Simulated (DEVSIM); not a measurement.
# illuminated Si n-on-p cell, one wavelength, with a back-surface field

Device: illuminated Si n-on-p cell, one wavelength, with a back-surface field, at 450 K.

```csv
layer (left to right),material,thickness (μm),Nd (cm⁻³),Na (cm⁻³),τn (s),τp (s),absorption coefficient (cm⁻¹)
1,Si,0.830,2.1e18,-,2.3e-6,2.3e-6,1800
2,Si,210,-,8.6e15,3.2e-5,3.2e-5,1800
3,Si,0.170,-,4.5e18,3.2e-5,3.2e-5,1800
```

Left contact: ohmic, minority hole recombination velocity 500 cm/s. Right contact: ohmic, minority electron recombination velocity 400 cm/s. Voltage is applied to the left contact. Recombination: SRH at mid-gap, radiative, Auger. Light enters at the left, 1.5e18 photons cm⁻² s⁻¹, one pass, no reflection. Mobility is constant in doping.

The device is made up for the run: typed textbook-type constants, with dimensions and the other settings drawn at random. Values at 300 K; Nc and Nv go as T^1.5, mobilities as T to minus their exponent, the gap by Varshni's rule with the affinity fixed.

```tsv
parameter	Si
gap (eV)	1.124
affinity (eV)	4.05
permittivity	11.7
Nc (cm⁻³)	2.86e19
Nv (cm⁻³)	3.1e19
μn (cm²/Vs)	1417
μp (cm²/Vs)	470
T exponent of μn	2.3
T exponent of μp	2.2
B (cm³/s)	4.7e-15
Cn (cm⁶/s)	2.8e-31
Cp (cm⁶/s)	9.9e-32
Varshni α (eV/K)	0.000473
Varshni β (K)	636
```

DEVSIM, 1D drift-diffusion, Boltzmann statistics, complete ionisation; no tunnelling, impact ionisation, image-force lowering or self-heating.

| Item | Value |
|---|---|
| Potential step across the device at zero bias | 0.858 V |
| Dark forward voltage at 1 A/cm² | 0.478 V |
| Dark forward voltage at 100 A/cm² | 0.764 V |
| Short-circuit current | 238 mA/cm² |
| Open-circuit voltage | 0.373 V |
| Fill factor | 0.63 |
| Largest power | 56.3 mW/cm² |
| Share of generated pairs collected at short circuit | 0.990 |

Current under light (generator sign):

```
V (V)  J (mA/cm²)
-----  ----------
0.00          238
0.04          238
0.08          238
0.12          237
0.16          236
0.22          229
0.24          223
0.26          214
0.28          200
0.30          179
0.32          148
0.34          105
0.36         47.1
0.38        -27.6
```

Dark forward current:

| V (V) | J (A/cm²) |
|---|---|
| -0.05 | -6.3e-5 |
| -0.10 | -0.00029 |
| -0.20 | -0.0040 |
| -0.25 | -0.014 |
| -0.30 | -0.047 |
| -0.35 | -0.14 |
| -0.45 | -0.68 |
| -0.50 | -1.4 |
| -0.55 | -2.8 |
| -0.60 | -5.9 |
| -0.70 | -35 |
| -0.75 | -82 |
| -0.80 | -160 |
| -0.85 | -280 |
| -0.95 | -610 |
| -1.00 | -820 |
| -1.05 | -1000 |
| -1.10 | -1300 |
| -1.20 | -1800 |
| -1.25 | -2100 |
